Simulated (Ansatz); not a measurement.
The cell is built on a prototype and need not be the phase stable at ambient conditions.

Tunnelling through a barrier is set by its complex band structure: the current falls as exp(−2κd) with the smallest κ.

Given:

```
CELL_PARAMETERS angstrom
      4.10038     0.00000     0.00000
     -2.05019     3.55103     0.00000
      2.05019     1.18368     1.67397
ATOMIC_POSITIONS crystal
  Ca 0.00000 0.00000 0.00000
  O  0.00000 0.50000 0.50000
```

Space group of this cell: Pm-3m, CsCl type. The cell was relaxed by PBE-D3(BJ).

Transport runs along the normal of the first two printed cell vectors.

The gap is the functional's own, uncorrected, and κ follows it; spin-orbit coupling is left out. Mid-gap values are interpolated between the computed energies.

### Question
Give the band gap and the smallest decay constant κ at mid-gap that Ansatz (a first-principles code) with r2SCAN yields.

### Answer
Gap 3.28 eV on a 18×18×18 mesh; κ = 0.375 1/Å, at the zone centre.
